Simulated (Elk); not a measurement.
Band structure of ZrAu3 (Pmmn, 8 atoms in the cell).

```xyz
8
Lattice="4.7826 0.0000 0.0000 0.0000 6.0294 0.0000 0.0000 0.0000 4.8437" Properties=species:S:1:pos:R:3 pbc="T T T"
Zr     2.3913     3.0147     3.2013
Zr     0.0000     0.0000     1.6425
Au     2.3913     4.5440     0.8007
Au     2.3913     1.4854     0.8007
Au     0.0000     4.5001     4.0430
Au     0.0000     1.5293     4.0430
Au     0.0000     3.0147     1.6464
Au     2.3913     0.0000     3.1973
```

Method of the run: PBEsol, all-electron FP-LAPW, Elk's shipped species files, default APW+lo basis (Elk).

Settings: xctype = 22; rgkmax = 7; stype = 0; swidth = 0.00999582 Ha; ngridk = 3 3 3; rmtscf = 0.89.

The starting cell comes from a database of computed structures (which also holds hypothetical and non-ambient phases and stackings), without a prior relaxation at this level. Its lattice was rescaled by a random factor within 2.5 % of one. Spin-orbit coupling is off. Values depend on the basis (sphere radii, cutoffs, local orbitals), which need not be converged.

Levels in eV from the Fermi level, bands 102 to 109:
| point | 102 | 103 | 104 | 105 | 106 | 107 | 108 | 109 |
|---|---|---|---|---|---|---|---|---|
| Γ | -1.35 | -1.32 | -0.92 | 0.62 | 1.02 | 1.03 | 1.04 | 1.76 |
| X | -1.62 | -0.97 | -0.97 | 0.19 | 0.19 | 1.12 | 1.12 | 1.34 |
| S | -2.54 | -0.56 | -0.56 | -0.30 | -0.30 | -0.08 | -0.08 | 2.00 |
| Y | -1.97 | -1.30 | -1.17 | -1.17 | 0.94 | 1.56 | 1.57 | 1.97 |
| Z | -2.18 | -0.24 | -0.24 | 0.27 | 0.27 | 0.98 | 0.98 | 1.58 |
| U | -2.84 | -0.77 | -0.77 | 0.39 | 0.39 | 0.80 | 0.80 | 1.85 |
| R | -2.19 | -1.93 | -1.93 | -1.92 | -1.92 | 1.63 | 1.63 | 1.86 |
| T | -2.53 | -0.35 | -0.35 | -0.33 | -0.33 | 1.58 | 1.58 | 1.87 |

Bands cross the Fermi level along this path, so the cell is metallic at this level.
